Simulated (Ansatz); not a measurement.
Abridged Ansatz (an electronic-structure program) output:

```
Relaxation: its limit of steps is 60 (relax.max_steps)
Pseudopotential: Pt, paw, valence charge 18
Crystal: 1 atoms, lattice volume = 14.887 Å³
Basis set: ecut = 420 eV, 283 PW (Γ), exchange–correlation on 40×40×40 points (8 copies of the dense FFT grid, shifted against one another)
Bands: 13, of which v1, the nominal top of the filled ones, is band 9 counted from 1 (8 counted from 0)
Symmetry: 48 space group operations
k-points: 256 of 8000
Functional: x = pbesol(κ = 0.804, μ = 0.12345679012345678), c = pbesol(β = 0.046)
SCF iter   1: F=—  HF=-12383.827970 eV  |F-HF|=—  |Δ(HF+E_count)|=         —  Δρ=6.52e-3  dr2=4.87e-3  ethr=1.77e-3  ⟨swp⟩=5.1  Hψ=18613  notcnv=0
SCF iter   2: F=—  HF=-12383.826652 eV  |F-HF|=—  |Δ(HF+E_count)|=   1.32e-3  Δρ=3.01e-3  dr2=9.45e-4  ethr=2.70e-5  ⟨swp⟩=1.4  Hψ=5674  notcnv=0
SCF 1 converged in 6 iterations: F = -12383.826455 eV  dr2 = 2.46e-11
relax step   1: F+E_penalty+E_count = -12383.82645504 eV  Δ(F+E_penalty+E_count) = +0.000e0 eV  max|allowed force component| = 0.000e0 eV/Å  Δτ_max = 0.0000 Å  P = +3.002 GPa  Ω = 14.887 Å³  (6 SCF iters, dr2 threshold 1.00e-7 eV, accepted)
[... steps on the carried basis left out ...]
relax step   5: F+E_penalty+E_count = -12383.82405210 eV  Δ(F+E_penalty+E_count) = +4.181e-5 eV  max|allowed force component| = 0.000e0 eV/Å  Δτ_max = 0.0000 Å  P = +5.004 GPa  Ω = 14.791 Å³  stress off target by 3.71e-3 GPa  SCF on the basis re-selected at this cell (its energy is not comparable with the rows above)  (5 SCF iters)
SCF converged after 5 iterations
Free energy (F): -12383.824052 eV
Internal energy: -12383.810298 eV  (E = F + TS)
E sigma→0 (E₀):  -12383.817175 eV
Entropy (-TS):   -0.013754 eV (-13.754 meV/atom)
Fermi energy:    23.848533 eV
--- Forces (eV/Å), atoms counted from 1 ---
  atom   1  Pt     0.00000000     0.00000000     0.00000000
--- Stress (GPa, compression-positive) ---
        5.003712      -0.000000      -0.000000
       -0.000000       5.003712       0.000000
       -0.000000      -0.000000       5.003712
  P = ⅓ Tr σ = 5.0037 GPa (50.037 kbar)
--- Relaxed structure (4 steps of the walk, 3 accepted, 1 SCFs on fresh bases) ---
  cell:  # Å, volume = 14.7906 Å³
    - [4.0762976263164716e-34, 1.9482828454174321, 1.9482828454174321]
    - [1.9482828454174321, -4.904295581662005e-34, 1.9482828454174321]
    - [1.9482828454174321, 1.9482828454174321, -1.4012273090462876e-34]
  atoms:
    - { symbol: Pt, position: [0.0, 0.0, 0.0] }
```

Question: What was computed, and what are the main results?

Answer: Pt, 1 atom in the cell, with PBEsol (Ansatz; PAW; 420 eV plane waves; no SOC), from a series relaxed to a target (pressure 5 GPa). The last SCF converged to F = -12383.824052 eV, or -12383.8241 eV per atom, at a pressure of 5.00 GPa. The total energy compares only with runs of the same code, potentials and settings.

Load acts through the strain it causes; cell and atoms are relaxed under it. No phonon test of stability was made. Competing high-pressure phases were not computed. The final runs are not spin-polarised. The cell was made from Pt in the fcc (Cu type) structure (space group Fm-3m, No. 225) by this change: pressure 5 GPa.

Keys are those of Ansatz 0.2.
